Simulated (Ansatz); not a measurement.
Worked example: zone-centre phonon calculation of SiNi (Pnma, 8 atoms in the cell) in Ansatz (a quantum-chemistry and plane-wave program).

Method of the run: PBE (plane waves, PAW; Ansatz).

```yaml
crystal:
  lattice:
    - [5.15696, 0.00000, 0.00000]
    - [0.00000, 3.33126, 0.00000]
    - [0.00000, 0.00000, 5.58649]
  atoms:
    - { symbol: Si, position: [0.82109, 0.75000, 0.58232] }
    - { symbol: Si, position: [0.17891, 0.25000, 0.41768] }
    - { symbol: Si, position: [0.67891, 0.25000, 0.08232] }
    - { symbol: Si, position: [0.32109, 0.75000, 0.91768] }
    - { symbol: Ni, position: [0.50795, 0.25000, 0.68852] }
    - { symbol: Ni, position: [0.49205, 0.75000, 0.31148] }
    - { symbol: Ni, position: [0.99205, 0.75000, 0.18852] }
    - { symbol: Ni, position: [0.00795, 0.25000, 0.81148] }
```

Reference input (self-consistent single point, DFT, PBE, plane waves, default PAW files): basis.ecutwfc = 30.9 Ry; kpoints.mp_grid.grid = 6 8 5; hamiltonian.xc = pbe; hamiltonian.pseudopotentials = {kind: paw} (the program's default PAW files); scf.occupations.method = gaussian; scf.occupations.width = 0.0073 Ry. This run's input differs from it in these lines:

Ansatz 0.2 input:
```diff
@@ -17,3 +17,3 @@
 kpoints:
-  mp_grid: { grid: [6, 8, 5] }
+  mp_grid: { grid: [5, 8, 5] }
 hamiltonian:
@@ -23,6 +23,4 @@
   occupations: { method: gaussian, width: 0.0073 Ry }
-output:
-  forces: true
-  eigenvalues: true
-  stress: true
+phonons:
+  method: dfpt
```

Output, abridged:

```
SCF iter   1: F=—  HF=-25906.130943 eV  |F-HF|=—  |Δ(HF+E_count)|=         —  Δρ=2.54e-3  dr2=1.74e-3  ethr=1.77e-3  ⟨swp⟩=7.1  Hψ=13363  notcnv=0  defer=9
all-band conjugate gradients solve this SCF's bands
preconditioner: auto → Kerker (q_TF=auto, 2.689 Å⁻¹)
SCF iter   2: F=—  HF=-25906.131494 eV  |F-HF|=—  |Δ(HF+E_count)|=   5.52e-4  Δρ=1.71e-3  dr2=1.18e-3  ethr=1.98e-6  ⟨swp⟩=2.0  Hψ=6791  notcnv=0  defer=11
   [... lines left out ...]
SCF iter   7: F=—  HF=-25906.131709 eV  |F-HF|=—  |Δ(HF+E_count)|=   3.24e-8  Δρ=3.48e-6  dr2=9.03e-9  ethr=2.56e-10  ⟨swp⟩=2.1  Hψ=5110  notcnv=0  defer=11
SCF iter   8: F=—  HF=-25906.131709 eV  |F-HF|=—  |Δ(HF+E_count)|=  7.57e-10  Δρ=8.35e-7  dr2=6.45e-10  ethr=1.03e-11  ⟨swp⟩=2.0  Hψ=5842  notcnv=0  defer=11
SCF iter   9: F=—  HF=-25906.131709 eV  |F-HF|=—  |Δ(HF+E_count)|=  7.28e-12  Δρ=3.69e-7  dr2=9.85e-11  ethr=1.00e-12  ⟨swp⟩=2.3  Hψ=5329  notcnv=0  defer=11
SCF iter  10: F=-25906.131709 eV  HF=-25906.131709 eV  |F-HF|=7.28e-12  |Δ(HF+E_count)|=    0.00e0  Δρ=6.92e-8  dr2=4.42e-12  ethr=1.00e-12  ⟨swp⟩=9.4  Hψ=18828  notcnv=0
SCF 1 converged in 10 iterations: F = -25906.131709 eV  dr2 = 4.42e-12
DFPT response loops at Γ: preconditioner auto → Kerker (q_TF=auto, 2.689 Å⁻¹) (partly filled bands, converged f_vac=0.000) …
Free energy (F): -25906.131709 eV
Internal energy: -25906.121018 eV  (E = F + TS)
E sigma→0 (E₀):  -25906.126364 eV
Entropy (-TS):   -0.010691 eV (-1.336 meV/atom)
Fermi energy:    14.921421 eV
--- Phonons (Γ-DFPT): 6 representative perturbations + reference, on 65 of 200 k-points (Σ response iterations 21) ---
  k mesh reduced under 2 symmetry operations, with k and −k counted as one. Each operation leaves every solved displacement unchanged or reverses it
  ASR residual: 4.809e-5 → 0.000e0 eV/Å²; symmetrization residual: 2.809e-6 eV/Å²
  ASR residual per site (eV/Å²): 1.72e-5 1.72e-5 1.72e-5 1.72e-5 4.81e-5 4.81e-5 4.81e-5 4.81e-5
  Γ frequencies (cm⁻¹): 0.00 0.00 0.00 154.75 167.24 185.04 195.89 202.20 220.40 224.27 225.83 261.37 285.46 297.08 301.27 301.54 327.27 329.14 340.88 347.25 369.35 389.90 392.64 408.45
  non-analytic LO–TO correction: not included (Born effective charges unavailable; polar crystals: no LO–TO splitting at Γ)
```

The run converged in 10 iterations. 

Summary of the result:
- Free energy E − TS (on the zero of these files) = -25906.1317 eV
- Fermi level (on the code's own zero) = 14.92 eV
- Zone-centre frequencies (cm⁻¹; negative means imaginary) = 0, 0, 0, 155, 167, 185, 196, 202, 220, 224, 226, 261, 285, 297, 301, 302, 327, 329, 341, 347, 369, 390, 393, 408

The starting cell comes from a database of computed structures (which also holds hypothetical and non-ambient phases and stackings), without a prior relaxation at this level. Its lattice was rescaled by up to half a per cent. Spin polarisation is off.

Cost on one core of a shared machine: roughly 5 min.
